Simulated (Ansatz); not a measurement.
The parent structure is GaAs in the zinc blende structure (space group F-43m, No. 216; a = 5.6656 Å). Axes: x, y, z lie along the cube axes.

The change: uniaxial stress, 8 GPa tension along z, with the cell and atoms free to relax against it.

Levels (all Ansatz, an electronic-structure program, PAW, earlier PAW set): r2SCAN (500 eV, no SOC); HSE06 (420 eV, no SOC); HSE06+SOC (420 eV, spin-orbit coupling included).

One geometry, relaxed with r2SCAN, under each level:

The valence-band top lists the three highest levels at Γ (Kramers pairs under SOC), from the VBM.

| level | band gap | lowest conduction level above the VBM at special points | valence-band top at Γ |
|---|---|---|---|
| r2SCAN | 0.33 eV | Γ 0.33 eV; N 0.83 eV; X 1.42 eV | 0.00, 0.00, -0.70 eV |
| HSE06 | 0.70 eV | Γ 0.70 eV; N 1.19 eV; X 1.71 eV | – |
| HSE06+SOC | [?] | [?] | [?] |

Give the withheld HSE06+SOC results.


- HSE06+SOC, band gap: 0.58 eV
- HSE06+SOC, lowest conduction level above the VBM at special points: Γ 0.58 eV; N 1.07 eV; X 1.59 eV
- HSE06+SOC, valence-band top at Γ: 0.00, -0.20, -0.87 eV

Single points use the geometry relaxed with r2SCAN. The spin-orbit shifts are approximate. Load acts through the strain it causes; cell and atoms are relaxed under it. Stability under load was not tested beyond the relaxation. k-point labels follow each cell's own Brillouin zone.
